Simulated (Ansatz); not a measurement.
## How the band gap of GaAs (model structure, started from the BeO type, P4₂/mnm, No. 136, 8 atoms in the cell) moves with the method

No measured value is used here.

```json
[
 {"level (code)": "LDA (Ansatz)", "value (eV)": "0.56 (direct)", "cell (Å³/atom)": "23.23"},
 {"level (code)": "PBEsol+SOC (Ansatz)", "value (eV)": "0.38 (direct)", "cell (Å³/atom)": "23.94"},
 {"level (code)": "r²SCAN+SOC (Ansatz)", "value (eV)": "0.90 (indirect)", "cell (Å³/atom)": "23.94"},
 {"level (code)": "r²SCAN+rVV10 (Ansatz)", "value (eV)": "0.98 (indirect)", "cell (Å³/atom)": "23.75"},
 {"level (code)": "HSE06 (Ansatz)", "value (eV)": "…", "cell (Å³/atom)": "23.94"}
]
```

**Question.** Fill in the missing entries.

**Answer.** 
- HSE06 (Ansatz, a first-principles code), value (eV): 1.35 (indirect)

Computed values are for a static lattice. Levels without +SOC have no spin–orbit coupling; where heavier elements are present it shifts gaps, mostly down, and can invert bands.  Values are at the PBEsol cell; LDA at the level's own equilibrium cell; r²SCAN+rVV10 at the level's own equilibrium cell. Cutoffs and k meshes differ between the levels. Ansatz's density-functional and Hartree–Fock values are scalar-relativistic unless marked +SOC, with PAW data made under PBE.

A model structure was made by putting elements into a prototype or built by hand; it is no filed structure, need not be a known phase, and can be a saddle point held by its symmetry.
